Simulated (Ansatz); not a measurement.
Base system: CoSi₂ (space group Fm-3m, No. 225; a = 5.312 Å; non-magnetic). Axes: x, y, z lie along the cube axes.

All numbers come from DFT with PBEsol, PAW potentials and a 420 eV plane-wave cutoff in Ansatz (a quantum-chemistry and plane-wave program), no spin-orbit coupling.

Base values:

- Shortest interatomic distance: 230.0 pm
- Pressure: 0.0 GPa

Perturbation: tensor shear ε_xy = −0.99 % (engineering shear γ = -0.0198); the atoms relax in the strained cell.

Q: What does the calculation give for the energy relative to the base, shortest interatomic distance, largest internal atomic displacement and pressure after the change?

A: The energy increases by 1.4 meV/atom; the shortest interatomic distance decreases by 0.6 pm to 229.4 pm; the largest internal atomic displacement comes out as 0.016 Å; the pressure (mean of the normal stresses, compression positive) remains 0.0 GPa.

Without a gap, meshes like the base's 15×15×15 leave anisotropic stresses uncertain by several tenths of a GPa, and small strain energies with them. Whether these cells are dynamically stable was not tested. Seeded moments were not kept for the base. The final runs are not spin-polarised. An odd electron count without spin: CoSi2.
